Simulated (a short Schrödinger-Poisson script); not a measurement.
**MOS inversion layer, SiO2 on p-type Si(100)**

System: MOS inversion layer, SiO2 on p-type Si(100), at 300 K.

| layer | material | thickness (nm) | Na (cm⁻³) |
|---|---|---|---|
| 1 | SiO2 | 2.5 | - |
| 2 | Si | 860 | 2.5e17 |

Constants are typed, rounded textbook-type inputs, not results; the design itself was drawn at random and stands for no fabricated device. SiO2: permittivity 3.9, conduction-band edge (eV) 3.15, gap (eV) 9, electron mass (mₑ) 0.5. Si: permittivity 11.7, conduction-band edge (eV) 0, gap (eV) 1.124, Nv at 300 K (cm⁻³) 3.1e19.

Channel valleys (confinement mass, in-plane density-of-states mass, number): Δ2 0.916, 0.19, 2; Δ4 0.19, 0.417, 4. At the gate the conduction-band edge of layer 1 lies 3.43 eV − eVg above the Fermi level of the channel; the field vanishes at the back. Gaps are held at their typed values at every temperature. Mesh 0.03 nm at interfaces.

Solved with a short Schrödinger-Poisson script written for these runs: 1D Poisson equation in equilibrium, electrons quantum, Hartree (BenDaniel-Duke, 12 states a valley, the channel's in-plane mass for all, wave functions ending at the dielectric), parabolic valleys, classical holes, full ionisation, no traps, pinning or gate leakage.

```tsv
Vg (V)	electrons (cm⁻²)	C (μF/cm²)	Δ2 E0 (meV)	Δ2 E1 (meV)	Δ4 E0 (meV)	Δ4 E1 (meV)
0.1	1.22e6	0.161	408.1	454.0	450.4	525.6
0.2	3.22e7	0.152	322.3	370.4	366.6	445.7
0.3	8.77e8	0.148	235.8	285.9	282.0	364.6
0.4	2.24e10	0.233	151.0	203.2	199.1	285.0
0.5	2.35e11	0.659	88.7	143.5	139.4	228.3
0.6	7.14e11	0.910	57.8	116.2	112.2	203.4
0.7	1.31e12	1.01	39.8	102.0	98.0	191.3
0.8	1.95e12	1.06	27.1	92.9	89.0	184.0
0.9	2.62e12	1.09	17.1	86.4	82.6	179.1
1	3.30e12	1.11	8.8	81.4	77.7	175.6
1.1	4.00e12	1.13	1.5	77.3	73.7	172.8
1.2	4.71e12	1.14	-5.1	73.9	70.3	170.6
1.3	5.43e12	1.15	-11.1	70.9	67.4	168.8
1.4	6.15e12	1.16	-16.7	68.2	64.8	167.2
1.5	6.88e12	1.17	-22.0	65.8	62.5	165.8
1.6	7.61e12	1.18	-27.0	63.6	60.3	164.6
1.7	8.34e12	1.18	-31.8	61.6	58.3	163.6
1.8	9.08e12	1.19	-36.4	59.7	56.5	162.6
1.9	9.82e12	1.19	-40.9	57.9	54.7	161.7
```

Gate voltages with under 1e6 electrons/cm² are left out.

Subbands count from the Fermi level.
